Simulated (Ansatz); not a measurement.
Consider ZnInGaO₄ (space group R3m, No. 160).

```
ZnInGaO4
1.0
    1.65535     0.95571     8.58736
   -1.65535     0.95571     8.58736
    0.00000    -1.91143     8.58736
In Ga Zn O
1 1 1 4
Cartesian
  0.00000   0.00000  25.68298
  0.00000   0.00000   5.48474
  0.00000   0.00000  20.12680
  0.00000   0.00000   3.51683
  0.00000   0.00000  22.64419
  0.00000   0.00000   7.43569
  0.00000   0.00000  18.15710
```

Cartesian axes are those of the cell as printed.

Computed with plane-wave PAW DFT at the r2SCAN level (Ansatz, an electronic-structure program, 500 eV), no spin-orbit coupling.

Strains are applied to the cell and any free atomic positions relax; under biaxial strain the out-of-plane vector relaxes too.

One change was made to it. Results:

```tsv
quantity	base	after
pressure (mean of the normal stresses, compression positive)	0.0 kbar	-0.3 kbar
band gap	1.77 eV	1.75 eV
```

**Question.** Which of these changes matches the shifts?
A) isotropic strain +2.22 %
B) biaxial strain +4.09 %, plane normal [001], relaxed out of plane
C) biaxial strain −0.54 %, plane normal [001], relaxed out of plane
D) biaxial strain −3.73 %, plane normal [001], relaxed out of plane
E) tensor shear ε_xz = +1.54 %

**Answer.** E, tensor shear ε_xz = +1.54 %. For comparison, the pressure in the other runs: biaxial strain +4.09 %, plane normal [001], relaxed out of plane gives -62.5 kbar; biaxial strain −3.73 %, plane normal [001], relaxed out of plane gives 88.0 kbar; biaxial strain −0.54 %, plane normal [001], relaxed out of plane gives 10.7 kbar; isotropic strain +2.22 % gives -102.6 kbar.

Gaps are read on the SCF mesh and a high-symmetry path. Whether these cells are dynamically stable was not tested.
